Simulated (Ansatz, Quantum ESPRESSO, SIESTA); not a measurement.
## Code comparison for Ta2Si (P1, 6 atoms in the cell)

Self-consistent single point, at a second geometry (atoms moved at random). First geometry:

```
CELL_PARAMETERS angstrom
     -3.08777     3.08777     2.52364
      3.08777    -3.08777     2.52364
      3.08777     3.08777    -2.52364
ATOMIC_POSITIONS crystal
  Ta 0.66359 0.83641 0.50000
  Ta 0.33641 0.16359 0.50000
  Ta 0.83641 0.33641 0.17282
  Ta 0.16359 0.66359 0.82718
  Si 0.25000 0.25000 0.00000
  Si 0.75000 0.75000 0.00000
```

Second geometry:
```yaml
crystal:
  lattice:
    - [-3.08777, 3.08777, 2.52364]
    - [3.08777, -3.08777, 2.52364]
    - [3.08777, 3.08777, -2.52364]
  atoms:
    - { symbol: Ta, position: [0.66730, 0.84315, 0.49270] }
    - { symbol: Ta, position: [0.34031, 0.18028, 0.51763] }
    - { symbol: Ta, position: [0.82446, 0.31415, 0.16956] }
    - { symbol: Ta, position: [0.16324, 0.66178, 0.83065] }
    - { symbol: Si, position: [0.25430, 0.26022, 0.00238] }
    - { symbol: Si, position: [0.75040, 0.74042, 0.98709] }
```

Shared settings, as Ansatz (an electronic-structure program) writes them: kpoints.mp_grid.grid = 7 7 7; scf.occupations.method = gaussian; scf.occupations.width = 0.1 eV. Potentials and cutoffs stand in the table.

| code | model | ΔF from the first geometry (meV/atom) | pressure (GPa) | largest force (eV/Å) | cutoff |
|---|---|---|---|---|---|
| Ansatz | LDA (PW92), PAW files made with PBE | 33.5 | -6.37 | 1.961 | 420 eV |
| SIESTA | LDA PW92, numerical atomic orbitals DZP, PseudoDojo LDA standard norm-conserving potentials (rewritten from UPF to PSML) | 34.3 | -7.87 | 1.999 | grid 400 Ry |
| Quantum ESPRESSO | LDA (PW92), PseudoDojo standard norm-conserving (LDA) pseudopotentials | 32.9 | -7.49 | 1.928 | 60 Ry |

Size of the force on each atom (eV/Å): Sizes of forces hide their directions.

| code | Ta1 | Ta2 | Ta3 | Ta4 | Si5 | Si6 |
|---|---|---|---|---|---|---|
| Ansatz | 0.558 | 1.961 | 1.039 | 0.707 | 0.837 | 1.173 |
| SIESTA | 0.650 | 1.999 | 1.101 | 0.791 | 0.810 | 1.090 |
| Quantum ESPRESSO | 0.545 | 1.928 | 1.019 | 0.696 | 0.823 | 1.159 |

On Ansatz's run: spin-orbit coupling is off. Spin polarisation is off.

The spread over the programs that give each value: ΔF from the first geometry within 1.4 meV/atom; pressure within 1.50 GPa; largest force within 0.071 eV/Å.

SIESTA uses small atom-centred bases, whose incompleteness enters pressures, forces and empty levels differently from a plane-wave cutoff. Ansatz's pressure is given at a fixed set of plane waves, as the other plane-wave codes print theirs. In the force vectors, SIESTA (by 0.177) lies more than 0.08 eV/Å from the median of the plane-wave programs.

The starting cell comes from a database of computed structures (which also holds hypothetical and non-ambient phases and stackings), without a prior relaxation at this level. For this run, on top of that: atoms moved at random.

Keys are those of Ansatz 0.2.
